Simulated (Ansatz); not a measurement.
Cost and result by functional for the adsorption energy of Cl on the 1x1 (0001) surface of corundum (cut with top plane Al), one in a 1x1 cell, started at the site 'top Al', in Ansatz (plane waves, PAW). Single points on the PBE structure, on one kind of machine; costs are rough ratios of the slab run's core time (references not counted) to the cheapest single point. r2SCAN's cost holds its higher cutoff (500 against 420 eV). Differences are taken against r2SCAN for comparison alone: no measured value is at hand, so the table doesn't rank accuracy. The points keep PBE's geometry, so the relaxation of a polaron and the settling of charge on one site are left out.

Host crystal: corundum, with a band gap (PBE, scalar-relativistic without spin-orbit coupling).

Set-up: 21 atoms, 6.7 Å thick at the start under the adsorbate (thin: gaps and levels are the slab's own); mesh 6x6x1; 0.01 eV smearing; dipole correction on; 9 atoms held, the rest relaxed; held to the start's symmetry, so lower structures may exist; spin-polarised, ending with about 1.0 μB a cell, a value that depends on the mesh; orders that need a larger cell were not tried, no spin-orbit, no U, no dispersion correction. The slab shows no gap over 0.04 eV on its mesh. At the end it is bonded to Al. In PBE it is, or lies within 0.03 eV of, the lowest of the starts that converged. These notes are the PBE run's. r2SCAN: The program's check for a lower electronic state was not made. Adsorption energies are against ½ Cl2(g). A negative adsorption energy means that the adsorbate is more stable on the surface than in its reference.

```json
[
 {"functional": "RPBE", "relative cost": "1", "adsorption energy (eV)": "-0.32", "less r2SCAN (eV)": "-0.05"},
 {"functional": "r2SCAN", "relative cost": "2", "adsorption energy (eV)": "-0.27", "less r2SCAN (eV)": "0.00"},
 {"functional": "PBE (the relaxed run's value)", "relative cost": "–", "adsorption energy (eV)": "-0.30", "less r2SCAN (eV)": "-0.03"}
]
```

The values span 0.05 eV, while the single points' costs differ by a factor of roughly 2. Differences are of unrounded values.

Ansatz is a quantum-chemistry and plane-wave program.
